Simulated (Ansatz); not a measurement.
Structures of equal composition on the (111) surface of fcc Ag: a layer of Zr in place of the second plane; a layer of Zr in place of the third plane. The slabs share one bottom face, and each structure is named by its start. These are constructed structures in small cells; real faces may alloy, dewet or reconstruct in larger ones, and not all known structures of the face are among them. Slabs of about 12 Å, Fermi-Dirac smearing of 0.1 eV. Bottom of the slabs: a bare face, its two planes held. Relaxed from the named starts with such symmetry as they have, on meshes of like density; energies extrapolated to zero smearing; spin only where a row says so; no spin-orbit coupling, no U. Brackets mark spin-polarised runs, whose order is one that fits the cell.

Method: PBE (plane waves to 420 eV, PAW; Ansatz, a quantum-chemistry and plane-wave program).

### Question
Order them by energy per 1x1 cell (lowest first) at the level PBE.

### Answer
a layer of Zr in place of the third plane (0.000 eV), a layer of Zr in place of the second plane (0.086 eV)
